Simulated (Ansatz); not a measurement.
Response to strain in TiO2

The reference is TiO$_{2}$ in the anatase structure (space group I4_1/amd, No. 141).

```yaml
crystal:
  lattice:
    - [-1.89941, 1.89941, 4.85035]
    - [1.89941, -1.89941, 4.85035]
    - [1.89941, 1.89941, -4.85035]
  atoms:
    - { symbol: Ti, position: [0.75000, 0.25000, 0.50000] }
    - { symbol: Ti, position: [0.00000, 0.00000, 0.00000] }
    - { symbol: O, position: [0.54355, 0.04355, 0.50000] }
    - { symbol: O, position: [0.79355, 0.79355, 0.00000] }
    - { symbol: O, position: [0.20645, 0.20645, 0.00000] }
    - { symbol: O, position: [0.95645, 0.45645, 0.50000] }
```

Strains are applied to the cell and any free atomic positions relax.

Computed with PBE/PAW in Ansatz (a first-principles code), no SOC.

Notes on the quantities. pressure: mean of the normal stresses, compression positive.

```
isotropic strain (%)  pressure (GPa)
--------------------  --------------
0                                0.0
0.6                             -3.2
1.2                             -6.2
1.8                             -8.9
2.4                                ?
3                              -13.6
```

Task: Fit P = P₀ − Bδ + Cδ² with δ = (1 + ε)³ − 1 to the rows shown and predict the withheld row.

Result: Least squares on the printed values gives P₀ = 0.0 GPa, B = 185 GPa (at held cell shape), C = 410 GPa (largest residual 0.0 GPa); this predicts -11.4 GPa, and the run gives -11.4 GPa, in agreement.

Whether these cells are dynamically stable was not tested. All final runs are without spin polarisation.
